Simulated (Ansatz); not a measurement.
Results of PBE0 (PAW; Ansatz, a first-principles code) for BGeCN (model structure, started from the AlSiCN type, P3m1, No. 156, 4 atoms in the cell).

The input as run:

Ansatz 0.2 input:
```yaml
crystal:
  lattice:
    - [2.9564453562, 0.000000273, 0.0]
    - [-1.4782229145, 2.5603566469, 0.0]
    - [0.0, 0.0, 4.7944646378]
  atoms:
    - { symbol: B, position: [0.3333333333, 0.6666666667, 0.4881913346] }
    - { symbol: Ge, position: [0.6666666667, 0.3333333333, 1.0029566425] }
    - { symbol: C, position: [0.3333333333, 0.6666666667, 0.157295181] }
    - { symbol: N, position: [0.6666666667, 0.3333333333, 0.6015468419] }
basis:
  ecutwfc: 460
  ecutrho_ratio: 4
  xc_grid: 2
kpoints:
  mp_grid: { grid: [9, 9, 6] }
  band_path: { path: [[0, 0, 0], [0.5, 0, 0.5]], npoints: 1 }
hamiltonian:
  xc: pbe0
  dispersion: none
  pseudopotentials: { kind: paw }
scf:
  occupations: { method: fermi_dirac, width: 0.01 }
  convergence: { dr2_threshold: 0.0000000004 }
output:
  forces: true
  stress: true
  eigenvalues: true
  write_bands: true
```

Task: How many irreducible k-points, plane waves at Γ does the program set up, and what pressure does the run end with?

Result: 62 irreducible k-points, 785 plane waves at Γ; P = -2.70 GPa, so the cell is stretched on average and its volume would shrink at this level.

Excerpt of the program's output:

```
WARN output.stress: scf.exx.energy_threshold = 1e-6 eV is looser than the 4e-8 eV advised for a stress under a hybrid functional (1e-8 eV for each atom of the …
Crystal: 4 atoms, lattice volume = 36.292 Å³
Basis set: ecut = 460 eV, 785 PW (Γ), exchange–correlation on 48×48×72 points (8 copies of the dense FFT grid, shifted against one another)
Bands: 17, of which v1, the nominal top of the filled ones, is band 13 counted from 1 (12 counted from 0)
Symmetry: 6 space group operations
Space group: P3m1 (ITA 156), of the structure as read, at distance tolerance 3.3e-5 Å
k-points: 62 of 486 (time reversal used)
Functional: x = pbe(κ = 0.804, μ = 0.2195149727645171), c = pbe(β = 0.06672455060314922), warm-up for x = 0.75 pbe(κ = 0.804, μ = 0.2195149727645171) + 0.25 exact, c = pbe(β = 0.06672455060314922)
SCF iter   1: F=—  HF=-5085.060581 eV  |F-HF|=—  |Δ(HF+E_count)|=         —  Δρ=5.01e-3  dr2=1.80e-2
SCF iter   2: F=—  HF=-5085.056144 eV  |F-HF|=—  |Δ(HF+E_count)|=   4.44e-3  Δρ=2.02e-3  dr2=1.92e-3
  ...
Crystal: 4 atoms, lattice volume = 36.292 Å³
Initial density: handed on by an earlier stage of this run
Functional: x = 0.75 pbe(κ = 0.804, μ = 0.2195149727645171) + 0.25 exact, c = pbe(β = 0.06672455060314922)
Crystal: 4 atoms, lattice volume = 36.292 Å³
SCF iter   5: F=—  HF=-5086.224543 eV  |F-HF|=—  |Δ(HF+E_count)|=   8.96e-9  Δρ=2.40e-6  dr2=1.27e-9
SCF iter   6: F=-5086.224543 eV  HF=-5086.224543 eV  |F-HF|=4.09e-11  |Δ(HF+E_count)|=  4.07e-10  Δρ=5.90e-7  dr2=7.11e-11
SCF 3 converged in 6 iterations: F = -5086.224543 eV  dr2 = 7.11e-11
Free energy (F): -5086.224543 eV
Internal energy: -5086.224543 eV  (E = F + TS)
E sigma→0 (E₀):  -5086.224543 eV
Fermi energy:    12.763456 eV
--- Forces (eV/Å), atoms counted from 1 ---
  atom   1  B      0.00000000     0.00000000     0.01881121
  atom   2  Ge    -0.00000000     0.00000000     0.08120163
  atom   3  C      0.00000000     0.00000000    -0.35978334
  atom   4  N     -0.00000000    -0.00000000     0.25966598
--- Stress (GPa, compression-positive) ---
       -2.351039      -0.000000      -0.000000
       -0.000000      -2.351039      -0.000000
       -0.000000      -0.000000      -3.398248
  P = ⅓ Tr σ = -2.7001 GPa (-27.001 kbar)
```

The PAW data were made under PBE.

Note: the relaxation could raise the start's symmetry but not lower it, so the cell can be a saddle point. Note: cell and atoms aren't relaxed at this level (largest force component 0.36 eV/Å, pressure -2.7 GPa).

Computing time: around 2.3 core-minutes (rough).

A model structure was made by putting elements into a prototype or built by hand; it is no filed structure, need not be a known phase, and can be a saddle point held by its symmetry.
